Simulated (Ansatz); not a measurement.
# Computed paths: N-vacancy pair in alpha quartz, charge state +1

System: N-vacancy pair (N on one host O site, one O site vacant) in alpha quartz (charge state +1). These are PBE, PAW (plane waves to 420 eV; Ansatz, a quantum-chemistry and plane-wave program) values and carry that method's errors.

Settings: 72 host sites, the relaxed PBE lattice, the Γ point alone, smearing 0.01 eV, spin-restricted, no image-charge correction. Static, classical nuclei. The charge state is imposed; whether it is stable for some Fermi level was not computed. Forms of the defect that were not tried may lie lower.

Barriers: single points on a 2×2×2 k-point mesh shifted by half a step along c at the bands' geometries.

| Route | Start site over the lowest site run (eV) | Hop (Å) | Forward barrier (eV) | Backward barrier (eV) | Neighbours at the start | Neighbours at the saddle | Saddle order | Forward, on the band's own sampling (eV) |
|---|---|---|---|---|---|---|---|---|
| direct exchange of N with the vacancy (N-vacancy distance between ideal sites 2.65 Å throughout) (strongly reconstructed ends) | 0.71 | 2.79 | 2.00 | 2.00 | Si at 1.59, Si at 1.67 Å | Si at 1.67, Si at 2.07, Si at 2.09 Å | not checked, on a symmetry element | 2.02 |

Paths come from nudged elastic bands with a climbing image.  A band can be held on a symmetry element, so unchecked saddle points there may be too high. A further band (a nearby O atom hops onto the vacant site (N-vacancy distance between ideal sites 2.63 → 2.65 Å), 2.48 Å) gave 2.16 eV forward on its own sampling, 2.16 eV above the lowest site run, but an end relaxed into another defect, so it is not taken as a result. 1 more band(s) gave no usable saddle point.

The whole set of runs took around 4 core-hours (rough).
